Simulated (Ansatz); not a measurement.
What H interstitial (started 2.41 Å from the nearest host atom), symmetric start does to Ca

Start from a 12-atom supercell of Ca in the fcc (Cu type) structure (space group Fm-3m, No. 225; a = 5.5685 Å) at its relaxed geometry.

Perturbation: one H atom is added in an open site, starting 2.41 Å from the nearest host atom, atoms relaxed at fixed cell.

The values are results of Ansatz (a quantum-chemistry and plane-wave program) r2SCAN, scalar-relativistic without spin-orbit coupling, not measurements. Settings: 5×4×5 k-points, 0.05 eV Fermi–Dirac smearing.

The pressure is still 0.0 GPa and the largest displacement of a host atom from its site in the perfect cell is 0.18 Å. The final site of the added atom comes out as 4 Ca at 2.28 Å (tetrahedral).

Final structure:

```xyz
13
Lattice="0.0000 5.5685 5.5685 5.5685 -5.5685 5.5685 5.5685 5.5685 0.0000" Properties=species:S:1:pos:R:3 pbc="T T T"
Ca     0.0890    -0.0890     0.0890
Ca     2.7718     2.7967    -0.0131
Ca     2.7083    -0.0605     2.7083
Ca     5.6289     2.8601     2.7083
Ca     5.5197     0.0487     5.5197
Ca     8.3814     2.7555     5.5825
Ca    -0.0131     2.7967     2.7718
Ca     2.7718     5.5816     2.7718
Ca     2.7083     2.8601     5.6289
Ca     5.5737     5.5632     5.5737
Ca     5.5825     2.7555     8.3814
Ca     8.3814     5.5544     8.3814
H      1.4045    -1.4045     1.4045
```

The cell is small, so the values are those of an ordered compound at a high defect concentration; dilute-limit values will differ. The defect started on the symmetric site and kept its symmetry, so it may sit on a saddle. The final runs are not spin-polarised. The defect cell is not spin-polarised.
